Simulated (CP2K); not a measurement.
Band structure of NaF (Fm-3m, 2 atoms in the cell).

```
NaF
1.0
    3.27390     0.00000     0.00000
    1.63695     2.83528     0.00000
    1.63695     0.94510     2.67313
Na F
1 1
Direct
  0.00000   0.00000   0.00000
  0.50000   0.50000   0.50000
```

Computed with PBE, GPW, DZVP-MOLOPT-SR-GTH basis, GTH-PBE potentials (GTH_POTENTIALS) in CP2K.

Settings: CUTOFF = 950 Ry; REL_CUTOFF = 40 Ry; SMEAR/METHOD = FERMI_DIRAC; ELECTRONIC_TEMPERATURE = 580.23 K; KPOINTS/SCHEME = MONKHORST-PACK 6 6 6; GAMMA_CENTERED = T; XC_FUNCTIONAL = PBE; Na/BASIS_SET = DZVP-MOLOPT-SR-GTH-q9; Na/POTENTIAL = GTH-PBE-q9; F/BASIS_SET = DZVP-MOLOPT-SR-GTH-q7; F/POTENTIAL = GTH-PBE-q7; METHOD = GPW; EPS_DEFAULT = 1e-10; EXTRAPOLATION = USE_GUESS.

The starting cell has typed, rounded lattice constants, without a prior relaxation at this level. Values carry the incompleteness of an atom-centred basis.

Predict the gap along the standard path and the places of the band edges.

The gap along the path is 6.44 eV, direct at Γ to within 0.01 eV.

Levels in eV from the top of the valence band on the SCF mesh, bands 5 to 9:
| point | 5 | 6 | 7 | 8 | 9 |
|---|---|---|---|---|---|
| Γ | -19.15 | 0.00 | 0.00 | 0.00 | 6.44 |
| X | -18.90 | -1.31 | -0.41 | -0.41 | 13.21 |
| W | -18.71 | -0.89 | -0.89 | -0.56 | 14.04 |
| K | -18.72 | -1.08 | -0.83 | -0.37 | 13.53 |
| L | -18.49 | -1.58 | -0.24 | -0.24 | 10.81 |
| U | -18.72 | -1.08 | -0.83 | -0.37 | 13.53 |

Higher empty bands are left out: an atom-centred basis made for the valence describes them poorly.
